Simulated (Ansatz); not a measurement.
**How the lattice parameter a of Al3Sc (model structure, started from the A15 type, Pm-3n, No. 223, 8 atoms in the cell) moves with the method**

No measured value is used here.

```tsv
level (code)	value (Å)
PBE (Ansatz)	5.307
PBEsol (Ansatz)	5.261
PBE-D3(BJ) (Ansatz)	5.235
```

Ansatz's density-functional and Hartree–Fock values are scalar-relativistic unless marked +SOC, with PAW data made under PBE.

A model structure was made by putting elements into a prototype or built by hand; it is no filed structure, need not be a known phase, and can be a saddle point held by its symmetry.

Ansatz is an electronic-structure program.
